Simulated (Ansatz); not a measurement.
Band structure of TePdSe (P3m1, 3 atoms in the cell).

```
CELL_PARAMETERS angstrom
      3.92744     0.00000     0.00000
     -1.96372     3.40126     0.00000
      0.00000     0.00000     5.02889
ATOMIC_POSITIONS crystal
  Te 0.00000 0.00000 0.73055
  Pd 0.33333 0.66667 0.00891
  Se 0.66667 0.33333 0.26054
```

Method of the run: PBEsol, PAW files made with PBE (plane waves; Ansatz, an electronic-structure program).

Settings: basis.ecutwfc = 420 eV; kpoints.mp_grid.grid = 10 10 7; hamiltonian.xc = pbesol; hamiltonian.pseudopotentials = {kind: paw} (the program's default PAW files); scf.occupations.method = gaussian; scf.occupations.width = 0.1 eV; kpoints.band_path.npoints = 8.

The starting cell comes from a database of computed structures (which also holds hypothetical and non-ambient phases and stackings), without a prior relaxation at this level. Spin-orbit coupling is off. Spin polarisation is off.

Levels in eV from the Fermi level, bands 22 to 29:
| point | 22 | 23 | 24 | 25 | 26 | 27 | 28 | 29 |
|---|---|---|---|---|---|---|---|---|
| Γ | -2.17 | -0.30 | -0.30 | 0.96 | 0.96 | 1.52 | 3.32 | 5.23 |
| M | -3.08 | -2.94 | -2.77 | -2.28 | 0.24 | 2.27 | 4.56 | 6.25 |
| K | -3.14 | -1.58 | -1.53 | -1.41 | -0.55 | -0.11 | 4.37 | 7.33 |
| A | -2.22 | -1.02 | -1.00 | -1.00 | 2.02 | 2.02 | 5.11 | 6.33 |
| L | -3.01 | -2.66 | -1.85 | -0.47 | 0.36 | 1.31 | 5.00 | 5.35 |
| H | -3.59 | -3.02 | -2.42 | -2.33 | 2.03 | 2.53 | 6.95 | 7.01 |

Bands cross the Fermi level along this path, so the cell is metallic at this level.

Keys are those of Ansatz 0.2.
